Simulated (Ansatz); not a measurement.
Consider the following.

```yaml
crystal:
  lattice:
    - [0.00000, 2.83278, 2.80445]
    - [2.83278, 0.00000, 2.80445]
    - [2.83278, 2.83278, 0.00000]
  atoms:
    - { symbol: Zn, position: [0.00000, 0.00000, 0.00000] }
    - { symbol: Se, position: [0.25000, 0.25000, 0.25000] }
```

No spin polarisation.

Computed with r2SCAN, PAW, 500 eV (Ansatz, a quantum-chemistry and plane-wave program; no spin-orbit coupling). k-mesh 10×10×10 (Γ-centred); smearing 0.05 eV (Fermi–Dirac).

### Question
What band gap does the calculation give?

### Answer
1.89 eV.

### Question
What is the computed electron mass?

### Answer
0.13 mₑ (at Γ).

### Question
Estimate the pressure (mean of the normal stresses, compression positive).

### Answer
0.66 GPa.

### Question
What gap character does the calculation give?

### Answer
Direct at Γ.

The cells carry an imposed strain or load. Effective masses come from finite differences of ±0.01 Å⁻¹. Stability against distortions was not tested. The cell was made from ZnSe in the zinc blende structure (space group F-43m, No. 216) by this change: uniaxial strain ε_zz = −1.00 %.
